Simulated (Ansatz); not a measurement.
A relaxation of cell and atoms of PtS2 (P-3m1, 3 atoms in the cell) with Ansatz (a first-principles code).

Method of the run: PBE (plane waves, PAW; Ansatz).

```
CELL_PARAMETERS angstrom
      1.79106    -3.10221     0.00000
      1.79106     3.10221     0.00000
      0.00000     0.00000     5.09998
ATOMIC_POSITIONS crystal
  Pt 0.00000 0.00000 0.00000
  S  0.33333 0.66667 0.23000
  S  0.66667 0.33333 0.77000
```

Reference input (self-consistent single point, DFT, PBE, plane waves, default PAW files): kpoints.mp_grid.grid = 6 6 4; hamiltonian.xc = pbe; hamiltonian.pseudopotentials = {kind: paw} (the program's default PAW files); scf.occupations.method = fermi_dirac; scf.occupations.width = 0.0015 Ry. This run's input differs from it in these lines:

```diff
@@ -16,2 +16,4 @@
   occupations: { method: fermi_dirac, width: 0.0015 Ry }
+relax:
+  cell: {}
 output:
```

Log, with long lists cut:

```
   [... SCF lines of the steps left out ...]
relax step   1: F+E_penalty+E_count = -14328.17852446 eV  Δ(F+E_penalty+E_count) = +0.000e0 eV  max|allowed force component| = 5.501e-1 eV/Å  Δτ_max = 0.0000 Å  P = +4.934 GPa  Ω = 56.674 Å³  (7 SCF iters, dr2 threshold 1.00e-7 eV, accepted)
relax step   2: F+E_penalty+E_count = -14328.22560286 eV  Δ(F+E_penalty+E_count) = -4.708e-2 eV  max|allowed force component| = 7.523e-2 eV/Å  Δτ_max = 0.0072 Å  P = -0.216 GPa  Ω = 59.690 Å³  energy of the carried Pulay correction = -5.670e-4 eV  [...]
   [... lines left out ...]
relax step  16: F+E_penalty+E_count = -14328.26031103 eV  Δ(F+E_penalty+E_count) = +2.363e-5 eV  max|allowed force component| = 2.708e-4 eV/Å  Δτ_max = 0.0016 Å  P = -0.000 GPa  Ω = 72.575 Å³  energy of the carried Pulay correction = -4.410e-4 eV  [...]
relax step  17: F+E_penalty+E_count = -14328.26071395 eV  Δ(F+E_penalty+E_count) = -4.029e-4 eV  max|allowed force component| = 1.223e-4 eV/Å  Δτ_max = 0.0000 Å  P = -0.009 GPa  Ω = 72.575 Å³  stress off target by 1.29e-2 GPa  SCF on the basis [...]
basis re-selected at this cell: Δ(F+E_penalty+E_count) = -4.029e-4 eV, ΔP = -0.009 GPa vs the last step
the relaxation is at rest under the 12 symmetry operations that the run kept from its start: a minimum is not shown …
Free energy (F): -14328.260714 eV
Internal energy: -14328.260714 eV  (E = F + TS)
E sigma→0 (E₀):  -14328.260714 eV
Fermi energy:    7.113336 eV
--- Forces (eV/Å), atoms counted from 1 ---
  atom   1  Pt     0.00000000     0.00000000     0.00000000
  atom   2  S      0.00000000    -0.00000000     0.00012233
   [... lines left out ...]
  cell:  # Å, volume = 72.5750 Å³
   [... lines left out ...]
    - [1.7887631532026032, 3.0982286640540204, -6.138568884911563e-32]
    - [-7.432650189276622e-32, -5.455156102221378e-33, 6.547731324855016]
  atoms:
    - { symbol: Pt, position: [-3.644466525197111e-34, -3.0150192356423748e-34, 1.1338115290325594e-19] }
    - { symbol: S, position: [0.33333333333333337, 0.6666666666666666, 0.18732284352030562] }
    - { symbol: S, position: [0.6666666666666666, 0.33333333333333337, 0.8126771564796944] }
```

The run converged. 

Summary of the result:
| Quantity | Result |
|---|---|
| Free energy E − TS (on the zero of these files) | -14328.2607 eV |
| Top of the valence band (on the code's own zero) | 6.19 eV |
| Gap on the k-point mesh | 1.83 eV |
| Pressure | -0.01 GPa |
| Final cell | a = b = 3.578 Å, c = 6.548 Å, α = β = 90.00°, γ = 120.00° |
| Final volume per atom | 24.19 Å³ |
| Relaxation steps | 17 |

The starting cell has typed, rounded lattice constants, without a prior relaxation at this level. Its lattice was rescaled by a random factor within 2.5 % of one. Spin-orbit coupling is off. The relaxation keeps the symmetry of its start, so its end need not be a minimum. Ansatz's pressure includes its estimate of the finite-basis (Pulay) stress. One axis grew by 28 %: without a dispersion term the functional hardly binds the layers.

Keys are those of Ansatz 0.2.
